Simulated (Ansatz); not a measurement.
**Fermi-surface data of SnSb (Pm-3m)**

```
SnSb
1.0
    3.72968     0.00000     0.00000
    0.00000     3.72968     0.00000
    0.00000     0.00000     3.72968
Sn Sb
1 1
Cartesian
  1.86484   1.86484   1.86484
  0.00000   0.00000   0.00000
```

Level of theory: PBEsol with spin-orbit coupling, rigid bands (plane waves, PAW; Ansatz, a quantum-chemistry and plane-wave program). Condition of this run: spin-orbit coupling switched on. Geometry: cell and atoms relaxed with PBEsol.

```yaml
density of states at the Fermi level: 1.17 states/(eV·cell), both spins
bare Sommerfeld coefficient: 1.38 mJ/(mol of atoms·K²)
drude_plasma_energy: 10.2 eV
root-mean-square Fermi velocity: 1.3e6 m/s
resistivity times τ: 4.7 ×10⁻²² Ω·m·s
```

A metal at this level (no band gap); rigid bands, thermally averaged at 300 K, both spins. τ is one relaxation time for all states.

Computed structure with no diffraction record at hand here (it may be known, metastable or hypothetical): SnSb (Pm-3m).
